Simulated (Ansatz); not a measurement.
A relaxation of cell and atoms of VW₃ (Fm-3m, 4 atoms in the cell) with Ansatz (a first-principles code).

Method of the run: LDA (PW92), default PAW files made with PBE (plane waves; Ansatz).

The change in words: atoms on their sites; basis.ecutwfc: 420 eV → 355 eV; relax: default → cell and atoms. Reference geometry:
```yaml
crystal:
  lattice:
    - [0.00000, 3.10949, 3.10949]
    - [3.10949, 0.00000, 3.10949]
    - [3.10949, 3.10949, 0.00000]
  atoms:
    - { symbol: V, position: [0.00804, 0.00804, 0.99196] }
    - { symbol: W, position: [0.25000, 0.25000, 0.25000] }
    - { symbol: W, position: [0.75000, 0.75000, 0.75000] }
    - { symbol: W, position: [0.50000, 0.50000, 0.50000] }
```

Reference input (self-consistent single point, DFT, LDA (PW92), plane waves, default PAW files made with PBE): basis.ecutwfc = 420 eV; kpoints.mp_grid.grid = 7 7 7; hamiltonian.xc = lda; hamiltonian.pseudopotentials = {kind: paw} (the program's default PAW files); scf.occupations.method = gaussian; scf.occupations.width = 0.1 eV. This run's input differs from it in these lines:

Ansatz 0.2 input:
```diff
@@ -6,3 +6,3 @@
   atoms:
-    - { symbol: V, position: [0.00804000, 0.00804000, -0.00804000] }
+    - { symbol: V, position: [0.00000000, 0.00000000, 0.00000000] }
     - { symbol: W, position: [0.25000000, 0.25000000, 0.25000000] }
@@ -11,3 +11,3 @@
 basis:
-  ecutwfc: 420.0 eV
+  ecutwfc: 355.0 eV
 kpoints:
@@ -19,2 +19,4 @@
   occupations: { method: gaussian, width: 0.1 eV }
+relax:
+  cell: {}
 output:
```

Log, with long lists cut:

```
   [... SCF lines of the steps left out ...]
relax step   1: F+E_penalty+E_count = -33250.29894930 eV  Δ(F+E_penalty+E_count) = +0.000e0 eV  max|allowed force component| = 5.060e-19 eV/Å  Δτ_max = 0.0000 Å  P = -6.512 GPa  Ω = 60.131 Å³  (6 SCF iters, dr2 threshold 1.00e-7 eV, accepted)
relax step   2: F+E_penalty+E_count = -33250.22215991 eV  Δ(F+E_penalty+E_count) = +7.679e-2 eV  max|allowed force component| = 6.650e-18 eV/Å  Δτ_max = 0.0000 Å  P = +15.524 GPa  Ω = 56.225 Å³  energy of the carried Pulay correction = +1.867e-2 eV  [...]
   [... lines left out ...]
relax step   6: F+E_penalty+E_count = -33250.32623798 eV  Δ(F+E_penalty+E_count) = -1.505e-4 eV  max|allowed force component| = 6.361e-18 eV/Å  Δτ_max = 0.0000 Å  P = -0.001 GPa  Ω = 58.810 Å³  energy of the carried Pulay correction = +1.370e-4 eV  [...]
relax step   7: F+E_penalty+E_count = -33250.32603759 eV  Δ(F+E_penalty+E_count) = +2.004e-4 eV  max|allowed force component| = 7.300e-18 eV/Å  Δτ_max = 0.0000 Å  P = -0.002 GPa  Ω = 58.810 Å³  stress off target by 2.41e-3 GPa  SCF on the basis [...]
basis re-selected at this cell: Δ(F+E_penalty+E_count) = +2.004e-4 eV, ΔP = -0.002 GPa vs the last step
the relaxation is at rest under the 48 symmetry operations that the run kept from its start: a minimum is not shown …
Stability not checked: this state was not tested for a lower state beside it, because too few of the mixer's solves of this state at the end of the SCF gave a …
Free energy (F): -33250.326038 eV
Internal energy: -33250.309738 eV  (E = F + TS)
   [... lines left out ...]
Fermi energy:    21.554533 eV
  cell:  # Å, volume = 58.8101 Å³
   [... lines left out ...]
    - [3.0865549449668994, 3.0865549449668994, 2.5954551292561912e-34]
  atoms:
    - { symbol: V, position: [-1.3829764848044809e-37, -6.395084884175622e-38, 1.962629498936655e-37] }
    - { symbol: W, position: [0.24999999999999997, 0.24999999999999997, 0.24999999999999997] }
    - { symbol: W, position: [0.75, 0.75, 0.75] }
    - { symbol: W, position: [0.49999999999999994, 0.49999999999999994, 0.49999999999999994] }
```

The run converged.  The full log also holds: “iter 5 did not close the SCF: its close was put off for the readings that it lacked (scf_convergence_deferred on its scf_iter line)”. The full log also holds: “iter 3 did not close the SCF: its close was put off for the readings that it lacked (scf_convergence_deferred on its scf_iter line)”.

Summary of the result:
```
Quantity                                                                                                             Value
-----------------------------------------------  -------------------------------------------------------------------------
Free energy E − TS (on the zero of these files)                                                             -33250.3260 eV
Fermi level (on the code's own zero)                                                                              21.55 eV
Pressure                                                                                                          0.00 GPa
Final cell                                       a = 4.365 Å, b = 4.365 Å, c = 4.365 Å, α = 60.00°, β = 60.00°, γ = 60.00°
Final volume per atom                                                                                             14.70 Å³
Relaxation steps                                                                                                         7
```

The starting cell comes from a database of computed structures (which also holds hypothetical and non-ambient phases and stackings), without a prior relaxation at this level. Its lattice was rescaled by up to half a per cent. Spin polarisation is off. The relaxation keeps the symmetry of its start, so its end need not be a minimum. Ansatz's pressure includes its estimate of the finite-basis (Pulay) stress. Without the estimate this run gives -0.77 GPa. The cutoff lies below the one recommended for these files.
